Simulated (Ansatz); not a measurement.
Candidates (primitive cells; geometry: cell and atoms relaxed with PBEsol):
A. ZnS (F-43m), a = 3.7875 Å, b = 3.7875 Å, c = 3.7875 Å, α = 60.00°, β = 60.00°, γ = 60.00°
B. BAs (F-43m), a = b = c = 3.3714 Å, α = β = γ = 60.00°
C. InP (F-43m), a = b = c = 4.157 Å, α = β = γ = 60.00°
D. InAs (F-43m), a = 4.3047 Å, b = 4.3047 Å, c = 4.3047 Å, α = 60.00°, β = 60.00°, γ = 60.00°
E. ZnSe (F-43m), a = b = c = 3.9833 Å, α = β = γ = 60.00°

Order them by Seebeck coefficient, n-type 1e19 cm⁻³ (lowest first) at the level HSE06, rigid bands run with Ansatz (an electronic-structure program).

B (-316 μV/K), A (-119 μV/K), E (-86 μV/K), C (-61 μV/K), D (-31 μV/K)

Seebeck coefficients are for the stated density at 300 K, with one relaxation time for all states and whether or not that doping can be reached. Spin-orbit coupling is left out.
